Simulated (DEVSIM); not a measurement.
Device: illuminated Ge p-on-n cell, one wavelength, with a back-surface field, at 300 K.

Layer 1 from the left is Ge, thickness (μm) 0.560, Na (cm⁻³) 2e18, τn (s) 0.00053, τp (s) 0.00021, absorption coefficient (cm⁻¹) 15000. Layer 2 from the left is Ge, thickness (μm) 190, Nd (cm⁻³) 2.4e15, τn (s) 0.00081, τp (s) 0.00081, absorption coefficient (cm⁻¹) 15000. Layer 3 from the left is Ge, thickness (μm) 1.50, Nd (cm⁻³) 4.9e18, τn (s) 0.00081, τp (s) 0.00081, absorption coefficient (cm⁻¹) 15000.

Left contact: ohmic, minority electron recombination velocity 90000 cm/s. Right contact: ohmic, minority hole recombination velocity 3000 cm/s. Voltage is applied to the left contact. Recombination: SRH at mid-gap, radiative, Auger. Light enters at the left, 4.3e16 photons cm⁻² s⁻¹, one pass, no reflection. Mobility is μmin + (μ − μmin)/(1 + (N/Nref)^α).

Constants are typed, rounded textbook-type inputs, not results; the design itself was drawn at random and stands for no fabricated device. Values at 300 K.

Ge: gap (eV) 0.664, affinity (eV) 4, permittivity 16, Nc (cm⁻³) 1.04e19, Nv (cm⁻³) 6e18, μn (cm²/Vs) 3900, μp (cm²/Vs) 1900, μn,min 150, μp,min 100, Nref,n 2.6e17, Nref,p 4e17, αn 0.56, αp 0.6, B (cm³/s) 6.4e-14, Cn (cm⁶/s) 1e-31, Cp (cm⁶/s) 1e-31.

DEVSIM, 1D drift-diffusion, Boltzmann statistics, complete ionisation; no tunnelling, impact ionisation, image-force lowering or self-heating.

Dark forward current:

```csv
|V| (V),|J| (A/cm²)
0.05,2.054e-5
0.10,0.0001622
0.15,0.001133
0.20,0.007560
0.25,0.04813
0.30,0.3060
0.35,1.917
0.40,11.15
0.45,56.34
0.50,237.4
0.55,804.4
0.60,2089
```

Problem. Work out the local ideality factor n = ΔV / (kT/q · ln(J2/J1)) between the rows 0.15 and 0.20 V, 0.55 and 0.60 V.

Solution. kT/q = 25.85 mV. From 0.15 to 0.20 V: ln(0.007560/0.001133) = 1.898, n = 1.02, near the 1 of diffusion or emission over a barrier. From 0.55 to 0.60 V: ln(2089/804.4) = 0.954, n = 2.03.

Problem. What current could the absorbed light give at most, and what share is collected?

Solution. Σ αd = 288, so qΦ(1 − exp(−Σ αd)) = 6.89 mA/cm². The simulated short-circuit current is 6.541 mA/cm², a share of 0.95.

Problem. Estimate the open-circuit voltage by superposition: the voltage at which the dark current equals that short-circuit current.

Solution. Interpolating ln J in the table gives 0.196 V. The simulation gives 0.196 V, the same within the digits that matter. Superposition holds where collection doesn't change with voltage.
